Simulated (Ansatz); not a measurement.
Functionals compared on the (0001) surface of hcp Mg in its 1x1 cell, outermost plane spacing 2.59 Å in the ideal cut, in Ansatz (plane waves, PAW). The structure was relaxed with PBE; the other rows are single points on it, each with its references at the same level. Cutoff 420 eV (500 eV for r2SCAN).

Set-up: 5 atoms, 10.4 Å thick at the start (thin: gaps and levels are the slab's own); mesh 13x13x1; 0.1 eV smearing; dipole correction on; all atoms relaxed; held to the start's symmetry, so lower structures may exist; no spin, no spin-orbit, no U. These notes are the PBE run's.

| functional | surface energy (J/m²) | work function of the top face (eV) | rough cost of the single point |
|---|---|---|---|
| PBE | 0.53 | 3.71 | – |
| LDA | 0.63 | 3.84 | around 16 core-seconds (rough) |
| PBEsol | 0.60 | 3.76 | very roughly 17 core-seconds |
| RPBE | 0.46 | 3.65 | about 17 core-seconds (a rough figure) |
| r2SCAN | ___ | ___ | around 30 core-seconds (rough) |

**Question.** Some entries are withheld; supply them.

**Answer.** 
- r2SCAN, surface energy (J/m²): 0.60
- r2SCAN, work function of the top face (eV): 3.81

Ansatz is a first-principles code.
